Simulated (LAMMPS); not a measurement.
MD of GaN (wurtzite) at zero pressure, 896 atoms, as a liquid; each row is its own run.

Computed with classical MD, pair style sw, file GaN.sw, run in LAMMPS.

```
T (K)  volume (Å³/atom)
-----  ----------------
2970             13.108
3380             13.658
3510             13.820
4320             15.969
```

Fit a straight line, y = a + b x, to these rows (x is the first column, y the second) and predict the run at x = 3780.

Least squares gives a = 6.3757 and b = 0.002190. At x = 3780 the fit predicts 14.653 Å³/atom. The run itself gave 14.32 ± 0.05 Å³/atom, so the fit is 2.3 % high.

Caution: at ambient pressure real GaN sublimes or decomposes before or as it melts, so this liquid is the model's.

Caution (rows 2970; 3380; 3510): this liquid lies under the melting point of about 3890 K that GaN.sw gives, so it is undercooled.
